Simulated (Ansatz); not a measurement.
The reference is Pb in the fcc (Cu type) structure (space group Fm-3m, No. 225; a = 4.931 Å).

Method: PBEsol/PAW in Ansatz (a program for electronic structure), scalar-relativistic without spin-orbit coupling.

Before the change:

```
Item                Value
---------------  --------
Volume per atom  29.98 Å³
```

It is then changed as follows: a hydrostatic pressure of 0.9 GPa.

Problem. What happens to the volume per atom?

Solution. The volume per atom decreases by 0.52 Å³, from 29.98 Å³ to 29.46 Å³.

Load acts through the strain it causes; cell and atoms are relaxed under it. Whether these cells are dynamically stable was not tested.
